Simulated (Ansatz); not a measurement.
# TiN (Fm-3m): band-structure transport figures

Given:

```
CELL_PARAMETERS angstrom
      0.00000     2.10199     2.10199
      2.10199     0.00000     2.10199
      2.10199     2.10199     0.00000
ATOMIC_POSITIONS crystal
  Ti 0.00000 0.00000 0.00000
  N  0.50000 0.50000 0.50000
```

The numbers are results of r2SCAN, rigid bands (plane waves, PAW, scalar-relativistic; Ansatz, a first-principles code), not measurements. Condition of this run: functional r2SCAN on the same cell. Geometry: cell and atoms relaxed with PBEsol.

```yaml
density of states at the Fermi level: 0.791 states/(eV·cell), both spins
bare Sommerfeld coefficient: 0.93 mJ/(mol of atoms·K²)
drude_plasma_energy: 8.0 eV
root-mean-square Fermi velocity: 7.6e5 m/s
resistivity times τ: 7.6 ×10⁻²² Ω·m·s
```

A metal at this level (no band gap); rigid bands, thermally averaged at 300 K, both spins. Spin-orbit coupling is left out. τ is one relaxation time for all states.
